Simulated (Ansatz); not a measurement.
Consider NbP (space group I4_1md, No. 109; a = 3.320 Å, c = 11.288 Å). Axes: x, y, z lie along a, b, c of the conventional cell.

Level of theory: PBEsol (Ansatz, a program for electronic structure), no spin-orbit coupling.

For the base:

Pressure: 0.0 GPa

Now apply this change: biaxial strain +2.20 %, plane normal [001], relaxed out of plane (Cartesian); in-plane vectors clamped, the third vector and the atoms free.

Question: What does the calculation give for the pressure after the change?

Answer: The pressure (mean of the normal stresses, compression positive) goes from zero to -5.5 GPa.

Question: What does the calculation give for the energy relative to the base after the change?

Answer: The energy rises by 18 meV/atom.

Whether these cells are dynamically stable was not tested. The final runs are not spin-polarised.
